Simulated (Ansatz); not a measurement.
## WSi2 under a change: biaxial strain −3.00 %, plane normal [001], relaxed out of plane

The reference is WSi2 (space group I4/mmm, No. 139; a = 3.202 Å, c = 7.818 Å; relaxed with 0.1 eV smearing). Axes: x, y, z lie along a, b, c of the conventional cell.

Perturbation: biaxial strain −3.00 %, plane normal [001], relaxed out of plane (Cartesian); in-plane vectors clamped, the third vector and the atoms free.

The values are results of Kohn–Sham DFT with the PBEsol functional, run in Ansatz (an electronic-structure program) with PAW and 420 eV plane waves, no SOC, not measurements. Settings: 25×25×25 k-points, 0.1 eV Fermi–Dirac smearing.

```tsv
quantity	base	changed	shift
volume per atom	13.36 Å³	12.73 Å³	-0.63 Å³
space group	I4/mmm (No. 139)	I4/mmm (No. 139)	–
shortest interatomic distance	2.588 Å	2.561 Å	-0.027 Å
energy relative to the base (free energy F)	0 meV/atom	+42 meV/atom	+42 meV/atom
pressure (mean of the normal stresses, compression positive)	0.0 GPa	11.8 GPa	+11.8 GPa
band gap	zero	zero	–
out-of-plane strain	–	+1.29 %	–
ratio −ε⊥/ε∥	–	0.43	–
mean in-plane stress (compression positive)	–	+17.7 GPa	–
```

Whether these cells are dynamically stable was not tested. The final runs are not spin-polarised.
